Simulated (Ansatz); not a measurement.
The decay constant κ of evanescent states in the gap governs leakage through a thin film.

Data:

```
LiF
1.0
    2.88742     0.00000     0.00000
   -1.44371     2.50058     0.00000
    1.44371     0.83353     2.35757
Li F
1 1
Cartesian
  0.00000   0.00000   0.00000
  0.00000   1.66705   1.17878
```

The cell is taken as given; by r2SCAN it stands under a pressure of -4.6 GPa.

Transport runs along the normal of the first two printed cell vectors, the (111) plane of the conventional cell.

No gap correction and no spin-orbit coupling; mid-gap is the computed energy nearest the middle.

Q: Give the band gap and the smallest decay constant κ at mid-gap that r2SCAN run with Ansatz (a first-principles code) yields.

A: Gap 9.69 eV on a 14×14×14 mesh; κ = 0.681 1/Å, at the zone centre.
